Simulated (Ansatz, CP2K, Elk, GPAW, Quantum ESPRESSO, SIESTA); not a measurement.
Code comparison for InSe (P-6m2, 8 atoms in the cell)

Self-consistent single point.

```
CELL_PARAMETERS angstrom
      4.04733     0.00000     0.00000
     -2.02366     3.50509     0.00000
      0.00000     0.00000    18.05206
ATOMIC_POSITIONS crystal
  In 0.00000 0.00000 0.57739
  In 0.00000 0.00000 0.42261
  In 0.33333 0.66667 0.92261
  In 0.33333 0.66667 0.07739
  Se 0.66667 0.33333 0.85300
  Se 0.66667 0.33333 0.14700
  Se 0.33333 0.66667 0.64702
  Se 0.33333 0.66667 0.35298
```

Shared settings, as Ansatz (a first-principles code) writes them: kpoints.mp_grid.grid = 5 5 1; scf.occupations.method = fermi_dirac; scf.occupations.width = 0.01 eV. Potentials and cutoffs stand in the table.

```
code                                                                                                                                      model  pressure (GPa)  largest force (eV/Å)  gap on the mesh (eV)       cutoff
----------------  -----------------------------------------------------------------------------------------------------------------------------  --------------  --------------------  --------------------  -----------
SIESTA            GGA PBEsol, numerical atomic orbitals DZP, PseudoDojo PBEsol standard norm-conserving potentials (rewritten from UPF to PSML)            0.43                 0.416                 0.635  grid 300 Ry
CP2K                                                                 PBEsol, GPW, DZVP-MOLOPT-SR-GTH basis, GTH-PBE potentials (GTH_POTENTIALS)            0.10                 0.217                 0.581  grid 500 Ry
Ansatz                                                                                                          PBEsol, PAW files made with PBE           -0.75                 0.067                 0.638       420 eV
Quantum ESPRESSO                                                                           PBEsol, GBRV 1.5 ultrasoft (PBESOL) pseudopotentials           -1.26                 0.074                 0.622        40 Ry
Elk                                                             PBEsol, all-electron FP-LAPW, Elk's shipped species files, default APW+lo basis               –                     –                 0.612     rgkmax 7
GPAW                                                                                      PBEsol, GPAW PAW datasets PBEsol (made by gpaw-setup)           -1.04                 0.083                 0.633       550 eV
```

Size of the force on each atom (eV/Å): Sizes of forces hide their directions.

```
code                In1    In2    In3    In4    Se5    Se6    Se7    Se8
----------------  -----  -----  -----  -----  -----  -----  -----  -----
SIESTA            0.416  0.416  0.415  0.415  0.388  0.388  0.398  0.398
CP2K              0.217  0.217  0.204  0.204  0.207  0.207  0.206  0.206
Ansatz            0.064  0.064  0.067  0.067  0.011  0.011  0.010  0.010
Quantum ESPRESSO  0.071  0.071  0.074  0.074  0.011  0.011  0.010  0.010
GPAW              0.080  0.080  0.083  0.083  0.008  0.008  0.009  0.009
```

A dash marks a value that a program does not give, or that is left out as unsure.

Gaps are read on the mesh.

The spread over the programs that give each value: pressure within 1.69 GPa; largest force within 0.349 eV/Å; gap on the mesh within 0.057 eV.

SIESTA and CP2K use small atom-centred bases, whose incompleteness enters pressures, forces and empty levels differently from a plane-wave cutoff. Elk treats all electrons, but the usual bases taken here (sphere radii, linearisation, local orbitals, empty states) were not tested for convergence, so the values are no reference for the others. Ansatz's pressure is given at a fixed set of plane waves, as the other plane-wave codes print theirs. In the pressure, SIESTA (by 1.47) and CP2K (by 1.14) lie more than 1 GPa from the median of the plane-wave programs. In the force vectors, SIESTA (by 0.388) and CP2K (by 0.196) lie more than 0.08 eV/Å from the median of the plane-wave programs.

The starting cell comes from a database of computed structures (which also holds hypothetical and non-ambient phases and stackings), without a prior relaxation at this level.

Keys are those of Ansatz 0.2.
